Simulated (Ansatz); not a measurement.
Consider interstitial Li in silicon, charge state +1. The step: a direct jump of one Li atom; the atom moves 2.36 Å along (-0.25, 0.25, -0.25) of the unit cell; the moving atom starts with neighbours 4 Si at 2.45, 6 Si at 2.75 Å and ends with 4 Si at 2.45, 6 Si at 2.75 Å. A PBE band in Ansatz (plane-wave PAW, the Γ point alone, 216 host sites, 18 SCF runs with any check of the saddle's order, static, no finite-size correction) gives a forward barrier of 0.60 eV. The saddle point's order was not checked, and it lies on a symmetry element of the cell, where a band can be held. The charge state is imposed; whether it is stable for some Fermi level was not computed. Sites that were not tried may lie lower.

Single points at the band's start and saddle point can refine it. Rough cost of one point, in units of the band's mean SCF on the same machine:

```csv
Level,Cost of one point
"PBE, a 2×2×2 k-point mesh shifted by half a step",about 6
"r2SCAN at 500 eV, the Γ point alone",under 2
```

**Question.** Which of these move the barrier by more than 0.1 eV, and how far does each move it?

**Answer.** Not one does. PBE, a 2×2×2 k-point mesh shifted by half a step: 0.00 eV; r2SCAN at 500 eV, the Γ point alone: +0.03 eV. Each functional is compared with PBE at the same k-points.

Ansatz is an electronic-structure program.
